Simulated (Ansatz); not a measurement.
Start from Mg in the hcp (Mg type) structure (space group P6_3/mmc, No. 194; a = 3.195 Å, c = 5.197 Å; relaxed with 0.1 eV smearing). Axes: x lies along a and z along c of the hexagonal cell.

Level of theory: Ansatz (an electronic-structure program) PBE, no spin-orbit coupling.

For the base:

Band gap: zero

The change: biaxial strain +0.50 %, plane normal [001], relaxed out of plane (Cartesian); in-plane vectors clamped, the third vector and the atoms free.

### Question
Estimate the effect on the out-of-plane strain.

### Answer
The out-of-plane strain comes out as -0.31 %.

### Question
What does the calculation give for the in-plane stress after the change?

### Answer
The mean in-plane stress (compression positive) is -0.4 GPa.

### Question
What happens to the band gap?

### Answer
The band gap is still zero.

No phonon test of stability was made.
